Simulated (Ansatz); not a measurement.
The cell is built on a prototype and need not be the phase stable at ambient conditions.

By PBEsol, the system below comes out a metal.

A figure of merit of an interconnect metal is its ballistic conductance per area.

Consider the following.

```
Ga
1.0
    4.38022     0.00000     0.00000
   -2.19011     3.79339     0.00000
    0.00000     0.00000     5.46419
Ga
4
Cartesian
  0.00000   2.52892  -0.00002
  2.19011   1.26446   2.73208
  2.19011   1.26446   5.46421
  0.00000   2.52892   2.73211
```

Space group of this cell: P6/mmm. The cell was relaxed by PBE-D3(BJ); by PBEsol its mean pressure is -0.9 GPa.

The current flows along the normal of the first two printed cell vectors. No spin-orbit coupling; the value is a mean over 0.1 eV about the Fermi level.

Compute, with PBEsol in Ansatz (a quantum-chemistry and plane-wave program), the ballistic conductance per area.

1.1 × 10¹⁵ S/m² for both spins.
